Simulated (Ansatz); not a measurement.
Levels about the gap of amorphous Zr$_{20}$O$_{43}$B$_{2}$ (65 atoms in a cell of 812 Å³, 5.18 g/cm³; zone centre alone, so wide bands show as single levels with stretches between that a denser mesh fills), at the geometry that PBE relaxed, where it gives 0.0 GPa on a denser mesh. The participation number counts the atoms over which a state spreads; weights are charges in smoothed Voronoi cells. The levels come from a single point, so bond lengths are those of that geometry. Method of the levels: PBE, scalar-relativistic without spin-orbit coupling (Ansatz, a first-principles code). Sampling: the zone centre alone; Fermi-Dirac width 0.02 eV; no spin polarisation.

The cell was made by melting and quenching with the CHGNet potential and then relaxed with DFT. O atoms were pushed apart under 1.9 Å during the dynamics, to hinder bonds among them. The hot cell started wider than the set density and was brought back towards it in steps. It is the lowest in DFT energy of 2 quenches. It is a model cell: composition and starting density were chosen by hand, and all elements were melted together. No dispersion term was used. Its density started from a set value of 5.05 and ended at 5.18 g/cm³. The quench (nominally 300 K/ps over its main leg) was far faster than any real one, so the model tends to hold more defects than a real film. A cell of this size samples the disorder only roughly. Volume and shape were free in the relaxation.

| E - E(highest filled), eV | filling | participation number | largest on | weight O | weight Zr | weight B |
|---|---|---|---|---|---|---|
| -0.33 | filled | 23.8 | O, 2 neighbours | 0.94 | 0.06 | 0.00 |
| -0.30 | filled | 24.3 | O, 3 neighbours | 0.95 | 0.05 | 0.00 |
| -0.29 | filled | 21.9 | O, 3 neighbours | 0.94 | 0.05 | 0.00 |
| -0.20 | filled | 23.7 | O, 3 neighbours | 0.95 | 0.05 | 0.00 |
| -0.15 | filled | 8.1 | O, 3 neighbours | 0.95 | 0.05 | 0.00 |
| -0.10 | filled | 13.3 | O, 2 neighbours | 0.95 | 0.05 | 0.00 |
| 0.00 | filled | 13.8 | O, 3 neighbours | 0.95 | 0.04 | 0.00 |
| 3.32 | empty | 16.9 | Zr, 7 neighbours | 0.36 | 0.64 | 0.00 |
| 3.61 | empty | 16.5 | Zr, 6 neighbours | 0.35 | 0.64 | 0.00 |
| 3.71 | empty | 23.1 | Zr, 7 neighbours | 0.33 | 0.66 | 0.00 |
| 3.77 | empty | 8.8 | Zr, 6 neighbours | 0.33 | 0.67 | 0.00 |
| 3.84 | empty | 22.6 | Zr, 6 neighbours | 0.33 | 0.66 | 0.00 |
| 3.95 | empty | 23.8 | Zr, 7 neighbours | 0.33 | 0.67 | 0.00 |
| 4.01 | empty | 28.3 | Zr, 7 neighbours | 0.32 | 0.68 | 0.00 |

Most localised among these is the filled level at -0.15 eV, on a O atom, which has 3 neighbours (Zr 2.10 Å, Zr 2.10 Å, Zr 2.23 Å).
